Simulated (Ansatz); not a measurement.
```
CELL_PARAMETERS angstrom
      5.22104     0.00000     0.00000
     -2.61052     4.52155     0.00000
      0.00000     0.00000     4.16430
ATOMIC_POSITIONS crystal
  Co 0.00000 0.50000 0.00000
  Co 0.50000 0.00000 0.00000
  Co 0.50000 0.50000 0.00000
  Sn 0.66667 0.33333 0.50000
  Sn 0.33333 0.66667 0.50000
  Sn 0.00000 0.00000 0.00000
```

CoSn (P6/mmm), PBEsol, DFPT electron-phonon coupling, linearised Boltzmann equation (plane waves, PAW, scalar-relativistic; Ansatz, a first-principles code): the phonon-limited resistivity at 300 K is 55.9 μΩ·cm (x, the basal plane), 55.9 μΩ·cm (y, the basal plane), 3.87 μΩ·cm (z, c). Third figures are kept for the arithmetic.

Bound the resistivity of a random, dense polycrystal without boundary scattering, and give the anisotropy.

Largest over smallest: 14.4. Upper bound, grains in series: (55.9 + 55.9 + 3.87)/3 = 39 μΩ·cm. Lower bound, grains side by side: 3/Σ(1/ρ) = 10.2 μΩ·cm. The best single-crystal direction lies 62 % under the lower bound.

The current-weighted mean free path is 13.9 nm along x and 15.6 nm along z. How does ρ₀ℓ differ between these directions?

x: 55.9 × 13.9 = 78×10⁻¹⁶ Ω·m²; z: 3.87 × 15.6 = 6.0×10⁻¹⁶ Ω·m², a ratio of 12.9. The size effect in a wire also hangs on the velocities towards its walls, so the isotropic formulas don't carry over to this crystal.

A metal at this level (no band gap). Only scattering by harmonic phonons is included (no impurities, grain boundaries, electron-electron scattering or thermal expansion). Spin-orbit coupling is left out. The squared frequency of the phonon mode least converged on the k mesh is uncertain by about 21 %. The run warned that the eigensolver left some states short of its tolerance. Halving the electron mesh (20x20x20) moves the resistivity by up to 7 % at 300 K, the mean free path by up to 9 %. Smearing 0.20 eV; phonons on a 3x3x4 q mesh, which this run doesn't test.

Treated as nonmagnetic (a ferromagnetic start lost its moment, other orders weren't tried): CoSn (P6/mmm).
